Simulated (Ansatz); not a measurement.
Base system: ZnGeP₂ in the chalcopyrite structure (space group I-42d, No. 122; a = 5.4999 Å, c = 10.8447 Å).

Method: plane-wave PAW DFT at the PBE level (Ansatz, a quantum-chemistry and plane-wave program, 420 eV), no spin-orbit coupling.

Base values:

- Pressure: 0.00 GPa

Modification: every lattice vector is stretched by 2.25 %; the atoms relax in the strained cell.

Q: What happens to the energy relative to the base and pressure?

A: The energy rises by 20 meV/atom; the pressure (mean of the normal stresses, compression positive) goes from zero to -4.25 GPa.

Whether these cells are dynamically stable was not tested.
